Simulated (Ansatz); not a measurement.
The parent structure is Ag in the fcc (Cu type) structure (space group Fm-3m, No. 225; a = 4.001 Å; relaxed with 0.1 eV smearing). Axes: x, y, z lie along the cube axes.

The values are results of LDA/PAW in Ansatz (a first-principles code), no spin-orbit coupling, not measurements.

Before the change:

The pressure is 0.0 GPa.

One thing is altered: uniaxial strain ε_zz = −2.00 %, all other strain components held at zero, atoms relaxed at fixed cell.

Problem. What happens to the energy relative to the base and pressure?

Solution. The energy rises by 3.5 meV/atom; the pressure (mean of the normal stresses, compression positive) goes from zero to 3.0 GPa.

No phonon test of stability was made.
